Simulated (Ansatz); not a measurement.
Take Cu in the fcc (Cu type) structure (space group Fm-3m, No. 225; a = 3.6299 Å; relaxed with 0.1 eV smearing) as the base.

Computed with PBE (Ansatz, a program for electronic structure, PAW, no spin-orbit coupling).

For the base:

| Property | Result |
|---|---|
| Pressure | 0.0 GPa |

Perturbation: the cell is scaled by 1.0100 in all directions; the atoms relax in the strained cell.

Task: How does this affect the energy relative to the base and pressure?

Result: The energy goes up by 4.5 meV/atom; the pressure goes from zero to -3.9 GPa.

Stability against distortions was not tested. The final runs are not spin-polarised.
